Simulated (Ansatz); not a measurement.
## Response to strain in Al2O3

Take Al2O3 in the corundum structure (space group R-3c, No. 167; a = 4.774 Å, c = 13.015 Å (hexagonal axes)) as the base. Axes: x lies along a and z along c of the hexagonal cell.

Strains are applied to the cell and any free atomic positions relax.

Calculations: PBEsol (Ansatz, a first-principles code, PAW, scalar-relativistic without spin-orbit coupling).

| case | band gap | electron mass | volume per atom |
|---|---|---|---|
| base | 6.03 eV | 0.40 mₑ along c, 0.37 mₑ across (at Γ) | 8.56 Å³ |
| uniaxial strain ε_xx = −2.25 % | 6.26 eV | 0.39 mₑ along x, 0.37 mₑ along y, 0.40 mₑ along z (at Γ) | 8.37 Å³ |
| uniaxial strain ε_xx = −1.50 % | 6.20 eV | 0.39 mₑ along x, 0.37 mₑ along y, 0.40 mₑ along z (at Γ) | 8.43 Å³ |
| uniaxial strain ε_xx = −0.75 % | 6.13 eV | 0.40 mₑ along z, 0.37 mₑ across (at Γ) | 8.50 Å³ |

Effective masses come from finite differences of ±0.01 Å⁻¹. Whether these cells are dynamically stable was not tested.
